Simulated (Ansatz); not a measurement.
Consider the following.

```
AlN
1.0
    0.00000     2.22857     2.22857
    2.22857     0.00000     2.22857
    2.22857     2.22857     0.00000
Al N
1 1
Direct
  0.00000   0.00000   0.00000
  0.25000   0.25000   0.25000
```

No spin polarisation.

Method: Ansatz (a quantum-chemistry and plane-wave program) r2SCAN, without spin-orbit coupling. Settings: 13×13×13 k-points, 0.05 eV Fermi–Dirac smearing.

Predict the electron mass and width of the top valence band.


```json
{
  "electron_mass": "0.52 mₑ along k, 0.33 mₑ across (at X)",
  "width_of_the_top_valence_band": "2.56 eV"
}
```

The levels and masses belong to the bands next to the band gap. The cells carry an imposed strain or load. Masses are band curvatures over ±0.01 Å⁻¹ around the edge. Along k means along the line from Γ to the band edge. Stability against distortions was not tested. The cell was made from AlN in the zinc blende structure (space group F-43m, No. 216) by this change: isotropic strain +2.00 %. This is not the structure that AlN has at room temperature and ambient pressure.
